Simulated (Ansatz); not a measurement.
C on the O site (C_O) in monoclinic HfO2 (start: the O(1) site; 96-site cell, 2×2×2 shifted sampling). All values below come from PBE, PAW (plane waves to 420 eV; Ansatz, a quantum-chemistry and plane-wave program). Total energies of the localised charge states, counted from that of charge +1, and their image corrections (point charge with alignment); the host's valence-band maximum lies at 13.691 eV on the cells' energy zero and its gap is 4.04 eV.

```tsv
charge	moment (μB)	E − E(first) (eV)	correction (eV)
+1	1.0	0.000	0.080
0	2.0	15.815	0.000
−1	1.0	31.442	0.088
−2	not spin-polarised	47.212	0.353
```

Derive the transition levels above the valence-band maximum and say which of them are thermodynamic.

A level is the Fermi energy at which two charges have equal formation energy: ε(q/q′) = [E(q′) + corr(q′) − E(q) − corr(q)] / (q − q′) − E_VBM.
ε(+1/0) = [(15.815 + 0.000) − (0.000 + 0.080)] / 1 − 13.691 = 2.04 eV
ε(0/−1) = [(31.442 + 0.088) − (15.815 + 0.000)] / 1 − 13.691 = 2.02 eV
ε(−1/−2) = [(47.212 + 0.353) − (31.442 + 0.088)] / 1 − 13.691 = 2.34 eV
Charge 0 lies above the lower envelope where its neighbours cross, so the level that counts is ε(+1/−1) = [(31.442 + 0.088) − (0.000 + 0.080)] / 2 − 13.691 = 2.03 eV.
Thermodynamic levels at least 0.1 eV inside the gap: (+1/−1) at 2.03 eV; (−1/−2) at 2.34 eV. They hold to tenths of an eV in this cell. Charges with a result: +1, 0, −1, −2. Others weren't obtained, and one of them could lie lower, also by skipping a charge. Adjacent levels lie within 0.1 eV of each other, so whether the charge between them is stable isn't decided. Flagged in the runs: a host whose relaxation on this sampling wasn't shown to rest, a strain field that reaches the edge of the cell.
